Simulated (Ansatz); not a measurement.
**Effect of isotropic strain −2.50 % on Ti**

Take Ti in the hcp (Mg type) structure (space group P6_3/mmc, No. 194; a = 2.936 Å, c = 4.640 Å; relaxed with 0.1 eV smearing) as the base.

Modification: an isotropic linear strain of −2.50 %, atoms relaxed at fixed cell.

Method: r2SCAN, PAW, 500 eV (Ansatz, an electronic-structure program; scalar-relativistic without spin-orbit coupling). Settings: 23×23×13 k-points, 0.1 eV Fermi–Dirac smearing.

```json
[
 {"quantity": "volume per atom", "base": "17.32 Å³", "changed": "16.06 Å³", "shift": "-1.267 Å³"},
 {"quantity": "shortest interatomic distance", "base": "2.874 Å", "changed": "2.802 Å", "shift": "-0.072 Å"},
 {"quantity": "energy relative to the base (free energy F)", "base": "0 meV/atom", "changed": "+38 meV/atom", "shift": "+38 meV/atom"},
 {"quantity": "pressure (mean of the normal stresses, compression positive)", "base": "0.0 GPa", "changed": "10.1 GPa", "shift": "+10.1 GPa"},
 {"quantity": "band gap", "base": "zero", "changed": "zero", "shift": "–"}
]
```

Stability against distortions was not tested. All final runs are without spin polarisation.
